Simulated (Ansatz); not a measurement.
Worked example: relaxation of the atoms of CuO (P2, 4 atoms in the cell) in Ansatz (an electronic-structure program).

Method: LDA (PW92), default PAW files made with PBE (plane waves; Ansatz).

The change in words: one atom moved by 0.15 angstrom; relax: default → atoms; relax.f_tol: default → 0.2 eV/Å. Reference geometry:
```
CELL_PARAMETERS angstrom
      1.99694    -2.16001     0.00000
      1.99694     2.16001     0.00000
      0.00000     0.00000     5.17140
ATOMIC_POSITIONS crystal
  Cu 0.00000 0.50000 0.00000
  Cu 0.50000 0.00000 0.50000
  O  0.50000 0.50000 0.25000
  O  0.50000 0.50000 0.75000
```

Reference input (self-consistent single point, DFT, LDA (PW92), plane waves, default PAW files made with PBE): basis.ecutwfc = 420 eV; kpoints.mp_grid.grid = 11 11 7; hamiltonian.xc = lda; hamiltonian.pseudopotentials = {kind: paw} (the program's default PAW files); scf.occupations.method = fermi_dirac; scf.occupations.width = 0.1 eV. This run's input differs from it in these lines:

```diff
@@ -7,3 +7,3 @@
   atoms:
-    - { symbol: Cu, position_ang: [0.998471, 1.080005, 0.000000] }
+    - { symbol: Cu, position_ang: [0.998471, 1.080005, 0.150002] }
     - { symbol: Cu, position_ang: [0.998471, -1.080005, 2.585699] }
@@ -20,2 +20,4 @@
   occupations: { method: fermi_dirac, width: 0.1 }
+relax:
+  f_tol: 0.2
 output:
```

Log, with long lists cut:

```
   [... SCF lines of the steps left out ...]
relax step   1: F+E_penalty+E_count = -14219.06204011 eV  Δ(F+E_penalty+E_count) = +0.000e0 eV  max|allowed force component| = 1.939e0 eV/Å  Δτ_max = 0.0000 Å  (7 SCF iters, dr2 threshold 1.00e-4 eV, accepted)
relax step   2: F+E_penalty+E_count = -14219.13064639 eV  Δ(F+E_penalty+E_count) = -6.861e-2 eV  max|allowed force component| = 1.417e0 eV/Å  Δτ_max = 0.0314 Å  (5 SCF iters, dr2 threshold 1.00e-4 eV, accepted)
relax step   3: F+E_penalty+E_count = -14219.20693234 eV  Δ(F+E_penalty+E_count) = -7.629e-2 eV  max|allowed force component| = 1.328e-1 eV/Å  Δτ_max = 0.0862 Å  (7 SCF iters, dr2 threshold 1.00e-4 eV, accepted)
relax step   4: F+E_penalty+E_count = -14219.20693277 eV  Δ(F+E_penalty+E_count) = -4.234e-7 eV  max|allowed force component| = 1.329e-1 eV/Å  Δτ_max = 0.0000 Å  (4 SCF iters, accepted)
the relaxation is at rest under the 2 symmetry operations that the run kept from its start: a minimum is not shown …
Stability not checked: this state was not tested for a lower state beside it, because too few of the mixer's solves of this state at the end of the SCF gave a …
Free energy (F): -14219.206933 eV
Internal energy: -14219.131954 eV  (E = F + TS)
E sigma→0 (E₀):  -14219.169444 eV
Entropy (-TS):   -0.074979 eV (-18.745 meV/atom)
Fermi energy:    10.267761 eV
--- Forces (eV/Å), atoms counted from 1 ---
  atom   1  Cu     0.00000000     0.00000000     0.08465654
   [... lines left out ...]
--- Relaxed structure (4 steps of the walk, 4 accepted, 0 SCFs on fresh bases) ---
  F+E_penalty+E_count = -14219.20693277 eV   max|allowed force component| = 1.329e-1 eV/Å
  atoms:
    - { symbol: Cu, position: [0.0, 0.5, 0.006260013850432555] }
    - { symbol: Cu, position: [0.5, 0.0, 0.5086642861916193] }
    - { symbol: O, position: [0.5, 0.5, 0.2554147734427059] }
    - { symbol: O, position: [0.5, 0.5, 0.7586668162185682] }
```

The run converged. 

Summary of the result:
```
Property                                                  Value
-----------------------------------------------  --------------
Free energy E − TS (on the zero of these files)  -14219.2069 eV
Fermi level (on the code's own zero)                   10.27 eV
Pressure                                             -13.35 GPa
Largest force (vector length)                        0.133 eV/Å
Relaxation steps                                              4
```

The starting cell comes from a database of computed structures (which also holds hypothetical and non-ambient phases and stackings), without a prior relaxation at this level. Its lattice was rescaled by up to half a per cent. For this run, on top of that: one atom moved by 0.15 angstrom. Spin polarisation is off, so a magnetic state, if there is one, cannot be reached. Ansatz's pressure includes its estimate of the finite-basis (Pulay) stress. Without the estimate this run gives -14.20 GPa. The run gives no clean gap (levels at the Fermi energy touch, overlap or are partly filled at this smearing), which alone does not show that the compound is a metal.

Cost on one core of a shared machine: roughly 3 min.

Keys are those of Ansatz 0.2.
